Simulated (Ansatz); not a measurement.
**SiGe, thickness series**

The parent structure is SiGe in the wurtzite structure (space group P6_3mc, No. 186; a = 3.900 Å, c = 6.443 Å; a model cell, its experimental status unchecked). Axes: x lies along a and z along c of the hexagonal cell.

Free-standing slabs (4 atom(s) a layer) normal to the y axis with 15 Å of vacuum; in-plane cell held at bulk.

The values are results of PBEsol (Ansatz, a quantum-chemistry and plane-wave program; PAW; 420 eV plane waves; scalar-relativistic without spin-orbit coupling), earlier PAW set, not measurements.

Notes on the quantities. layer's space group: with vacuum; excess energy per area of both faces: slab less bulk energy over the cell's area: twice a surface energy; uncertain by up to 0.1 J/m².

| variant | change of the spacing d23 from its bulk value of 2.252 Å | layer's space group | excess energy per area of both faces | band gap | change of the spacing d12 from its bulk value of 1.126 Å |
|---|---|---|---|---|---|
| base | – | – | – | 0.35 eV | – |
| 1 layer | – | Pmn2_1 (No. 31) | – | … | – |
| 2 layers | +3.5 % | Pmc2_1 (No. 26) | 2.12 J/m² | zero | -17.8 % |
| 3 layers | +1.6 % | Pmn2_1 (No. 31) | 2.1 J/m² | zero | -19.5 % |
| 4 layers | +1.5 % | Pmc2_1 (No. 26) | 2.1 J/m² | zero | -19.3 % |

Question: Some entries are withheld; estimate them.

Answer: 
- 1 layer, band gap: 0.65 eV

Slab and bulk use different k-meshes, which limits the precision of the excess energy. Whether these cells are dynamically stable was not tested. All final runs are without spin polarisation. Gaps under 0.05 eV, about the width of the smearing, are given as zero. A zero or small gap of SiGe can be the functional's error rather than a property of the material.
